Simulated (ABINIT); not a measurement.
Worked example: self-consistent single point of CsLiBr₂ (P4/nmm, 8 atoms in the cell) in ABINIT.

Level of theory: PBEsol, norm-conserving pseudopotentials (PseudoDojo nc-sr-04 PBEsol standard) (plane waves; ABINIT 10.0.3).

```
CELL_PARAMETERS angstrom
      5.18124     0.00000     0.00000
      0.00000     5.18124     0.00000
      0.00000     0.00000     9.93006
ATOMIC_POSITIONS crystal
  Cs 0.00000 0.50000 0.30003
  Cs 0.50000 0.00000 0.69997
  Li 0.50000 0.00000 0.08248
  Li 0.00000 0.50000 0.91752
  Br 0.00000 0.50000 0.66592
  Br 0.50000 0.00000 0.33408
  Br 0.00000 0.00000 0.00000
  Br 0.50000 0.50000 0.00000
```

Reference input (self-consistent single point, DFT, LDA (PW92), plane waves, norm-conserving pseudopotentials (PseudoDojo nc-sr-04 LDA standard)): pseudos = [Cs.upf, Li.upf, Br.upf]; ecut = 1007 eV; ixc = 7; occopt = 1; ngkpt = 3 3 2; nshiftk = 1; shiftk = 0 0 0; potentials = PseudoDojo nc-sr-04 LDA standard; nband = 29; kptopt = 1; nstep = 60; tolvrs = 1e-10. This run's input differs from it in these lines:

```diff
@@ -1,2 +1,2 @@
-# CsLiBr2, PseudoDojo nc-sr-04 LDA standard
+# CsLiBr2, PseudoDojo nc-sr-04 PBEsol standard
 pp_dirpath "./"
@@ -22,3 +22,3 @@
 ecut 1007 eV
-ixc 7
+ixc -116133
 occopt 1
```

Its files differ too (potentials: PseudoDojo nc-sr-04 LDA standard → PseudoDojo nc-sr-04 PBEsol standard).

Output, abridged:

```
--- !BeginCycle
solver: {iscf: 7, nstep: 60, nline: 4, wfoptalg: 0, }
tolerances: {tolvrs: 1.00E-10, }
...

     iter   Etot(hartree)      deltaE(h)  residm     vres2
 ETOT  1  -124.34628927545    -1.243E+02 5.053E-02 4.224E+02
 ETOT  2  -124.40586865154    -5.958E-02 2.873E-03 3.515E+01
 ETOT  3  -124.40742669742    -1.558E-03 1.051E-03 1.118E+01
 ETOT  4  -124.40766959910    -2.429E-04 5.110E-04 1.396E+00
 ETOT  5  -124.40768956147    -1.996E-05 2.579E-04 1.411E-01
   [... 5 lines left out ...]
 ETOT 11  -124.40769185293    -1.673E-10 8.867E-05 4.841E-08
 ETOT 12  -124.40769185294    -9.308E-12 7.950E-05 1.835E-08
 ETOT 13  -124.40769185294     2.814E-12 2.808E-05 1.305E-09
 ETOT 14  -124.40769185294    -6.636E-12 2.404E-05 8.085E-11
 At SCF step   14       vres2   =  8.08E-11 < tolvrs=  1.00E-10 =>converged.

 Cartesian components of stress tensor (hartree/bohr^3)
  sigma(1 1)=  2.40252771E-05  sigma(3 2)=  0.00000000E+00
  sigma(2 2)=  2.40252771E-05  sigma(3 1)=  0.00000000E+00
  sigma(3 3)=  1.73634486E-05  sigma(2 1)=  0.00000000E+00

 ----iterations are completed or convergence reached----

 reduced coordinates (array xred) for    8 atoms
       0.000000000000      0.500000000000      0.300029999998
       0.500000000000      0.000000000000      0.699970000002
       0.500000000000      0.000000000000      0.082479999999
       0.000000000000      0.500000000000      0.917520000001
       0.000000000000      0.500000000000      0.665919999998
       0.500000000000      0.000000000000      0.334080000002
   [... lines left out ...]
 Fermi (or HOMO) energy (hartree) =   0.01615   Average Vxc (hartree)=  -0.29157
 Fermi (or HOMO) energy (eV) =   0.43948   Average Vxc (eV)=  -7.93393
   [... lines left out ...]
total_energy        : -1.24407691852944E+02
total_energy_eV     : -3.38530545814705E+03
band_energy         : -1.59459803592914E+01
...

-Cartesian components of stress tensor (GPa)         [Pressure= -6.4152E-01 GPa]
- sigma(1 1)=  7.06847938E-01  sigma(3 2)=  0.00000000E+00
- sigma(2 2)=  7.06847938E-01  sigma(3 1)=  0.00000000E+00
- sigma(3 3)=  5.10850210E-01  sigma(2 1)=  0.00000000E+00

 Calculation completed.
```

The run converged in 14 iterations. Against the reference run the pressure goes from -1.82 to -0.64 GPa, the largest force goes from 0.072 to 0.031 eV/Å and the gap on the mesh goes from 4.015 to 4.232 eV.

The starting cell comes from a database of computed structures (which also holds hypothetical and non-ambient phases and stackings), without a prior relaxation at this level.

Cost on one core of a shared machine: roughly 2 min.
